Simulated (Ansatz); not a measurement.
HfO2, cell Hf32O64, first heated far above this temperature, then brought to it, below the measured melting point of 3073 K (tabulated, unchecked) (supercooled) [in the run: it was liquid; mean temperature 2778 K (target 2740 K); density 7.61 g/cm³, volume +40 % from the start crystal's; mean pressure 1.2 GPa against a target of 0; Γ point only, which a denser mesh shifts by 0.0 GPa in pressure and 0.01 eV/Å in forces].  Bonds are counted up to Hf-O 3.06 Å.

Q: What distribution of Hf-O-Hf angles does PBE in Ansatz (an electronic-structure program) give?

A: mean 113°, standard deviation 22°.
```
angle (°) | p (1/°)
     31.5 |  0.0000
     34.5 |  0.0000
     37.5 |  0.0000
     40.5 |  0.0000
     43.5 |  0.0000
     46.5 |  0.0000
     49.5 |  0.0000
     52.5 |  0.0000
     55.5 |  0.0000
     58.5 |  0.0000
     61.5 |  0.0001
     64.5 |  0.0002
     67.5 | # 0.0006
     70.5 | ## 0.0010
     73.5 | #### 0.0023
     76.5 | ###### 0.0038
     79.5 | ######## 0.0052
     82.5 | ############ 0.0077
     85.5 | ############### 0.0101
     88.5 | #################### 0.0133
     91.5 | ######################## 0.0155
     94.5 | ########################### 0.0178
     97.5 | ############################## 0.0196
    100.5 | ############################## 0.0194
    103.5 | ############################# 0.0190
    106.5 | ############################# 0.0189
    109.5 | ########################## 0.0170
    112.5 | ######################### 0.0165
    115.5 | ####################### 0.0147
    118.5 | ##################### 0.0135
    121.5 | #################### 0.0133
    124.5 | ################### 0.0124
    127.5 | ################# 0.0113
    130.5 | ################# 0.0109
    133.5 | ############### 0.0097
    136.5 | ############## 0.0092
    139.5 | ############ 0.0081
    142.5 | ############ 0.0077
    145.5 | ########## 0.0067
    148.5 | ######## 0.0051
    151.5 | ######## 0.0050
    154.5 | ###### 0.0039
    157.5 | ###### 0.0041
    160.5 | #### 0.0026
    163.5 | #### 0.0024
    166.5 | ### 0.0016
    169.5 | ## 0.0014
    172.5 | # 0.0008
    175.5 | # 0.0006
    178.5 |  0.0002
```
